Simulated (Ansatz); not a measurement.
An Ansatz (a quantum-chemistry and plane-wave program) run: ZnCu2SnSe4 with a change (tensor shear ε_xy = +2.94 %); DFT with PBEsol, PAW potentials and a 420 eV plane-wave cutoff in Ansatz, no SOC.

Input:

Ansatz 0.2 input:
```yaml
crystal:
  lattice:
    - [-2.7459077635, 2.7459077635, 5.6589435798]
    - [2.7459077635, -2.7459077635, 5.6589435798]
    - [2.9122578321, 2.9122578321, -5.6589435798]
  atoms:
    - { symbol: Cu, position: [0, 0, 0] }
    - { symbol: Cu, position: [0.75, 0.25, 0.5] }
    - { symbol: Zn, position: [0.25, 0.75, 0.5] }
    - { symbol: Sn, position: [0.5, 0.5, 0] }
    - { symbol: Se, position: [0.6401373936, 0.6300931244, 0.5316505225] }
    - { symbol: Se, position: [0.0984426019, 0.1084868711, 0.4683494775] }
    - { symbol: Se, position: [0.3699068756, 0.9015573981, 0.0100442692] }
    - { symbol: Se, position: [0.8915131289, 0.3598626064, 0.9899557308] }
basis: { ecutwfc: 420, ecutrho_ratio: 4, xc_grid: 2, fft_grid_basis: typed }
kpoints: { mp_grid: { grid: [8, 8, 8] } }
hamiltonian:
  xc: pbesol
  dispersion: none
  pseudopotentials: { kind: paw }
scf: { occupations: { method: fermi_dirac, width: 0.05 }, convergence: { dr2_threshold: 0.0000000008 } }
relax: { f_tol: 0.005, max_steps: 50 }
output: { forces: true, stress: true }
checkpoint: { write: state.ck, write_every: 1000 }
```

Output (explanatory and most iteration lines left out):

```
Relaxation: its limit of steps is 50 (relax.max_steps)
Pseudopotential: Cu, paw, valence charge 19
Pseudopotential: Zn, paw, valence charge 12
Pseudopotential: Sn, paw, valence charge 14
Pseudopotential: Se, paw, valence charge 16
Crystal: 8 atoms, lattice volume = 181.014 Å³
Basis set: ecut = 420 eV, 3543 PW (Γ), exchange–correlation on 96×96×96 points (8 copies of the dense FFT grid, shifted against one another)
Bands: 77, of which v1, the nominal top of the filled ones, is band 64 counted from 1 (63 counted from 0)
Symmetry: 2 space group operations
Space group: C2 (ITA 5), of the structure as read, at distance tolerance 5.7e-5 Å
k-points: 150 of 512 (time reversal used)
Functional: x = pbesol(κ = 0.804, μ = 0.12345679012345678), c = pbesol(β = 0.046)
SCF iter   1: F=—  HF=-44107.852190 eV  |F-HF|=—  |Δ(HF+E_count)|=         —  Δρ=7.85e-3  dr2=7.50e-2  ethr=1.77e-3  ⟨swp⟩=6.0  Hψ=42170  notcnv=0  defer=99
SCF iter   2: F=—  HF=-44107.849773 eV  |F-HF|=—  |Δ(HF+E_count)|=   2.42e-3  Δρ=6.73e-3  dr2=5.39e-2  ethr=5.86e-5  ⟨swp⟩=2.0  Hψ=23891  notcnv=0  defer=1009
SCF 1 converged in 15 iterations: F = -44107.835979 eV  dr2 = 5.05e-10
relax step   1: F+E_penalty+E_count = -44107.83597881 eV  Δ(F+E_penalty+E_count) = +0.000e0 eV  max|allowed force component| = 5.628e-1 eV/Å  Δτ_max = 0.0000 Å  (15 SCF iters, accepted)
Crystal: 8 atoms, lattice volume = 181.014 Å³
SCF iter   1: F=—  HF=-44107.868540 eV  |F-HF|=—  |Δ(HF+E_count)|=         —  Δρ=2.70e-3  dr2=9.37e-3  ethr=7.36e-6  ⟨swp⟩=2.0  Hψ=37965  notcnv=0  defer=1027
SCF iter   2: F=—  HF=-44107.866160 eV  |F-HF|=—  |Δ(HF+E_count)|=   2.38e-3  Δρ=1.39e-3  dr2=3.31e-3  ethr=7.32e-6  ⟨swp⟩=2.0  Hψ=11305  notcnv=0  defer=1027
SCF 2 converged in 15 iterations: F = -44107.865169 eV  dr2 = 1.73e-10
relax step   2: F+E_penalty+E_count = -44107.86516868 eV  Δ(F+E_penalty+E_count) = -2.919e-2 eV  max|allowed force component| = 3.147e-1 eV/Å  Δτ_max = 0.0698 Å  (15 SCF iters, accepted)
Crystal: 8 atoms, lattice volume = 181.014 Å³
SCF iter   1: F=—  HF=-44107.886639 eV  |F-HF|=—  |Δ(HF+E_count)|=         —  Δρ=2.47e-3  dr2=5.25e-3  ethr=4.19e-5  ⟨swp⟩=5.5  Hψ=24522  notcnv=0  defer=1022
SCF iter   2: F=—  HF=-44107.885020 eV  |F-HF|=—  |Δ(HF+E_count)|=   1.62e-3  Δρ=1.29e-3  dr2=1.56e-3  ethr=4.10e-6  ⟨swp⟩=2.0  Hψ=14448  notcnv=0  defer=1022
SCF 3 converged in 15 iterations: F = -44107.884461 eV  dr2 = 2.22e-10
relax step   3: F+E_penalty+E_count = -44107.88446127 eV  Δ(F+E_penalty+E_count) = -1.929e-2 eV  max|allowed force component| = 8.096e-2 eV/Å  Δτ_max = 0.0418 Å  (15 SCF iters, accepted)
Crystal: 8 atoms, lattice volume = 181.014 Å³
SCF iter   1: F=—  HF=-44107.885988 eV  |F-HF|=—  |Δ(HF+E_count)|=         —  Δρ=6.64e-4  dr2=7.05e-4  ethr=3.86e-6  ⟨swp⟩=3.7  Hψ=21634  notcnv=0  defer=1022
SCF iter   2: F=—  HF=-44107.885875 eV  |F-HF|=—  |Δ(HF+E_count)|=   1.13e-4  Δρ=4.05e-4  dr2=2.82e-4  ethr=5.51e-7  ⟨swp⟩=2.0  Hψ=15235  notcnv=0  defer=1022
SCF 4 converged in 13 iterations: F = -44107.885728 eV  dr2 = 2.26e-10
relax step   4: F+E_penalty+E_count = -44107.88572826 eV  Δ(F+E_penalty+E_count) = -1.267e-3 eV  max|allowed force component| = 2.913e-2 eV/Å  Δτ_max = 0.0122 Å  (13 SCF iters, accepted)
Crystal: 8 atoms, lattice volume = 181.014 Å³
SCF iter   1: F=—  HF=-44107.886971 eV  |F-HF|=—  |Δ(HF+E_count)|=         —  Δρ=1.35e-3  dr2=2.86e-3  ethr=2.35e-5  ⟨swp⟩=3.8  Hψ=22148  notcnv=0  defer=1018
SCF iter   2: F=—  HF=-44107.886307 eV  |F-HF|=—  |Δ(HF+E_count)|=   6.64e-4  Δρ=7.30e-4  dr2=1.05e-3  ethr=2.24e-6  ⟨swp⟩=1.0  Hψ=13350  notcnv=0  defer=1018
SCF 5 converged in 14 iterations: F = -44107.885899 eV  dr2 = 2.89e-10
[...]
Crystal: 8 atoms, lattice volume = 181.014 Å³
SCF iter   1: F=—  HF=-44107.886391 eV  |F-HF|=—  |Δ(HF+E_count)|=         —  Δρ=5.58e-4  dr2=5.02e-4  ethr=3.92e-6  ⟨swp⟩=3.1  Hψ=20723  notcnv=0  defer=1018
SCF iter   2: F=—  HF=-44107.886272 eV  |F-HF|=—  |Δ(HF+E_count)|=   1.20e-4  Δρ=3.01e-4  dr2=1.83e-4  ethr=3.92e-7  ⟨swp⟩=1.0  Hψ=13350  notcnv=0  defer=1018
SCF 6 converged in 13 iterations: F = -44107.886166 eV  dr2 = 2.70e-10
relax step   6: F+E_penalty+E_count = -44107.88616592 eV  Δ(F+E_penalty+E_count) = -2.665e-4 eV  max|allowed force component| = 2.591e-3 eV/Å  Δτ_max = 0.0082 Å  (13 SCF iters, accepted)
SCF converged after 13 iterations
Free energy (F): -44107.886166 eV
Internal energy: -44107.884115 eV  (E = F + TS)
E sigma→0 (E₀):  -44107.885141 eV
Entropy (-TS):   -0.002051 eV (-0.256 meV/atom)
Fermi energy:    8.924684 eV
--- Forces (eV/Å), atoms counted from 1 ---
  atom   1  Cu     0.00000000     0.00000000     0.00259105
  atom   2  Cu     0.00000000     0.00000000    -0.00177671
  atom   3  Zn     0.00000000     0.00000000     0.00021684
  atom   4  Sn     0.00000000     0.00000000     0.00035279
  atom   5  Se     0.00077849    -0.00025258     0.00133761
  atom   6  Se    -0.00077849     0.00025258     0.00133761
  atom   7  Se    -0.00008383    -0.00211252    -0.00202997
  atom   8  Se     0.00008383     0.00211252    -0.00202997
--- Stress (GPa, compression-positive) ---
       -0.010207      -2.102802       0.000000
       -2.102802       0.024230       0.000000
        0.000000       0.000000       0.000894
  P = ⅓ Tr σ = 0.0050 GPa (0.050 kbar)
--- Relaxed structure (6 steps of the walk, 6 accepted, 0 SCFs on fresh bases) ---
  atoms:
    - { symbol: Cu, position: [-0.0026926132049170308, -0.0026926132049170308, 0.0] }
    - { symbol: Cu, position: [0.7464366137853979, 0.246436613785398, 0.5000000000000001] }
    - { symbol: Zn, position: [0.2472301806721554, 0.7472301806721553, 0.5000000000000001] }
    - { symbol: Sn, position: [0.4970814791910988, 0.4970814791910988, 0.0] }
    - { symbol: Se, position: [0.6434800378428923, 0.632920059101701, 0.5319831576093033] }
    - { symbol: Se, position: [0.10093690149239762, 0.11149688023358892, 0.46801684239069685] }
    - { symbol: Se, position: [0.37294218300951737, 0.9042947236808946, 0.009709506469436358] }
    - { symbol: Se, position: [0.8945852172114582, 0.36323267654008096, 0.9902904935305639] }
```

The mesh was chosen for an insulator and is coarse for the gapless case. The cells carry an imposed strain or load. No phonon test of stability was made. All final runs are without spin polarisation. The cell was made from ZnCu₂SnSe₄ (space group I-4, No. 82) by this change: tensor shear ε_xy = +2.94 %.
